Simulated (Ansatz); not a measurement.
## Response to strain in ZrC

Consider ZrC in the rock salt structure (space group Fm-3m, No. 225; relaxed with 0.1 eV smearing).

```yaml
crystal:
  lattice:
    - [0.00000, 2.33454, 2.33454]
    - [2.33454, 0.00000, 2.33454]
    - [2.33454, 2.33454, 0.00000]
  atoms:
    - { symbol: Zr, position: [0.00000, 0.00000, 0.00000] }
    - { symbol: C, position: [0.50000, 0.50000, 0.50000] }
```

Cartesian axes are those of the cell as printed.

Strains are applied to the cell and any free atomic positions relax; under biaxial strain the out-of-plane vector relaxes too.

The values are results of PBEsol/PAW in Ansatz (a first-principles code), no spin-orbit coupling, not measurements.

Notes on the quantities. energy relative to the base: free energy F.

| variant | energy relative to the base | ratio −ε⊥/ε∥ |
|---|---|---|
| base | 0 meV/atom | – |
| biaxial strain −2.50 %, plane normal [111], relaxed out of plane | +26 meV/atom | 0.60 |
| biaxial strain −1.67 %, plane normal [111], relaxed out of plane | +11 meV/atom | 0.60 |
| biaxial strain −1.25 %, plane normal [111], relaxed out of plane | +6.3 meV/atom | 0.60 |
| biaxial strain −0.83 %, plane normal [111], relaxed out of plane | +2.8 meV/atom | 0.60 |
| biaxial strain −0.42 %, plane normal [111], relaxed out of plane | +0.7 meV/atom | – |
| biaxial strain +0.42 %, plane normal [111], relaxed out of plane | +0.7 meV/atom | – |
| biaxial strain +1.25 %, plane normal [111], relaxed out of plane | +6.0 meV/atom | 0.59 |
| biaxial strain +1.67 %, plane normal [111], relaxed out of plane | +11 meV/atom | 0.59 |
| biaxial strain +2.08 %, plane normal [111], relaxed out of plane | +16 meV/atom | 0.59 |

Stability against distortions was not tested. The final runs are not spin-polarised.
